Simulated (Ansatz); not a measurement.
## WAg (model structure, P4/mmm, No. 123, 2 atoms in the cell)

Method: PBE in Ansatz (plane waves, PAW).

Run with plane-wave cutoff 520 eV, 20×20×14 k mesh (along the axes of the cell as run), Fermi–Dirac smearing 0.05 eV, no spin polarisation, scalar-relativistic PAW data made under PBE.

Cell (relaxed at this level):

```yaml
crystal:
  lattice:
    - [2.69178, 0.00000, 0.00000]
    - [0.00000, 2.69178, 0.00000]
    - [0.00000, 0.00000, 4.56242]
  atoms:
    - { symbol: Ag, position: [0.00000, 0.00000, 0.00000] }
    - { symbol: W, position: [0.50000, 0.50000, 0.50000] }
```

| Quantity | Result |
|---|---|
| bulk modulus | 188 GPa |

Note: the run has no spin polarisation, so it can have missed a magnetic state; the bulk modulus is −V dP/dV from two relaxed cells at ±2 % in volume; the relaxation could raise the start's symmetry but not lower it, so the cell can be a saddle point.

Spin–orbit coupling is not included.

Static lattice: no zero-point or thermal effects.

A model structure was made by putting elements into a prototype or built by hand; it is no filed structure, need not be a known phase, and can be a saddle point held by its symmetry.

Ansatz is an electronic-structure program.
